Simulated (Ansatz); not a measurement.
# A computed series for PbAu2: pressure series

The parent structure is PbAu₂ in the cubic Laves (MgCu2 type) structure (space group Fd-3m, No. 227; a = 7.953 Å).

Cell and atoms are relaxed at each pressure.

Method: Kohn–Sham DFT with the PBEsol functional, run in Ansatz (a first-principles code) with PAW and 420 eV plane waves, without spin-orbit coupling.

Two rows of this table had their results exchanged by mistake.

```csv
pressure,volume per atom (Å³),shortest distance (Å),band gap
pressure −2 GPa,21.38,2.830,zero
pressure −1 GPa,20.41,2.787,zero
pressure 0.3 GPa,20.90,2.809,zero
pressure 0.7 GPa,20.82,2.806,zero
pressure 1.5 GPa,20.68,2.799,zero
pressure 3 GPa,21.16,2.821,zero
pressure 5 GPa,20.10,2.773,zero
pressure 7.5 GPa,19.74,2.756,zero
pressure 10 GPa,19.42,2.741,zero
```

Which two?

The rows for pressure −1 GPa and pressure 3 GPa: the volume has to fall steadily with pressure, so 21.16 Å³ belongs to pressure −1 GPa and 20.41 Å³ to pressure 3 GPa.

Spin-orbit coupling, missing from the scalar runs, can matter with Au and Pb. Load acts through the strain it causes; cell and atoms are relaxed under it. Whether these cells are dynamically stable was not tested. Competing high-pressure phases were not computed.
